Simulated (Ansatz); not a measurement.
## ZrTa (model structure, Pm-3m, No. 221, 2 atoms in the cell)

Computed with PBEsol (Ansatz, an electronic-structure program, plane waves, PAW).

Settings: plane-wave cutoff 520 eV, 16×16×16 k mesh, Fermi–Dirac smearing 0.05 eV, scalar-relativistic PAW data made under PBE.

Cell (relaxed at this level):

```
TaZr
1.0
    3.39572     0.00000     0.00000
    0.00000     3.39572     0.00000
    0.00000     0.00000     3.39572
Ta Zr
1 1
Direct
  0.00000   0.00000   0.00000
  0.50000   0.50000   0.50000
```

band gap: zero (no gap)
bulk modulus: 140 GPa

Note: the bulk modulus is −V dP/dV from two relaxed cells at ±2 % in volume; the relaxation could raise the start's symmetry but not lower it, so the cell can be a saddle point.

Spin–orbit coupling is not included.

The computed numbers hold no vibrational or temperature effects.

Cost on a shared machine: roughly 80 core-seconds.

A model structure was made by putting elements into a prototype or built by hand; it is no filed structure, need not be a known phase, and can be a saddle point held by its symmetry.
